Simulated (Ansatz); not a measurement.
Start from TiO2 in the rutile structure (space group P4_2/mnm, No. 136; a = 4.6434 Å, c = 2.9638 Å). Axes: x, y, z lie along a, b, c of the conventional cell.

All numbers come from PBE (Ansatz, a first-principles code, PAW, without spin-orbit coupling).

Perturbation: uniaxial strain ε_zz = −2.40 %, all other strain components held at zero; the atoms relax in the strained cell.

**Question.** Predict the stress tensor and what it implies for the stiffness.

**Answer.** Stress of the strained cell less that of the base (GPa, compression positive):
```
   3.72    0.00    0.00
   0.00    3.72    0.00
   0.00    0.00   12.23
```

Then −Δσ_ii/ε with ε = -0.0240 gives secant stiffness values (nonlinear terms included at this strain): C33 ≈ 510 GPa, C13 ≈ 155 GPa and C23 ≈ 155 GPa.

As a check, the harmonic strain energy −½ V₀ Δσ:ε is 9.8 meV/atom; the computed energy rise is 9.5 meV/atom.

Whether these cells are dynamically stable was not tested. The final runs are not spin-polarised.
